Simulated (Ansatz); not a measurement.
**CdTe in the wurtzite structure (space group P6_3mc, No. 186; a cell from a computed database, its experimental status unchecked)**

```cif
data_Cd2Te2
_chemical_formula_sum 'Cd2 Te2'
_space_group_name_H-M_alt 'P63mc'
_space_group_IT_number 186
_space_group_name_Hall 'P 6c -2c'
_cell_length_a 4.63214
_cell_length_b 4.63214
_cell_length_c 7.59674
_cell_angle_alpha 90.000
_cell_angle_beta 90.000
_cell_angle_gamma 120.000
loop_
_atom_site_label
_atom_site_type_symbol
_atom_site_symmetry_multiplicity
_atom_site_Wyckoff_symbol
_atom_site_fract_x
_atom_site_fract_y
_atom_site_fract_z
_atom_site_occupancy
Cd1 Cd 2 b 0.33333 0.66667 0.00028 1
Te1 Te 2 b 0.33333 0.66667 0.37472 1
```

Computed with r2SCAN in Ansatz (plane waves to 500 eV, PAW, scalar-relativistic without spin-orbit coupling), earlier PAW set. Γ-centred 8×8×5 mesh, Fermi–Dirac width 0.05 eV.

| Item | Value |
|---|---|
| Volume per atom | 35.29 Å³ |
| Density | 5.65 g/cm³ |
| Band gap | 1.21 eV, direct at Γ |
| Electron mass | 0.086 mₑ along c, 0.097 mₑ across |
| Total energy | -7632.141 eV/atom (σ→0; compares only within this code and set-up) |

Spin-orbit coupling, missing from the scalar runs, can matter with Te. Masses are band curvatures over ±0.01 Å⁻¹ around the edge. Whether these cells are dynamically stable was not tested. This is not the structure that CdTe has at room temperature and ambient pressure.

Ansatz is a quantum-chemistry and plane-wave program.
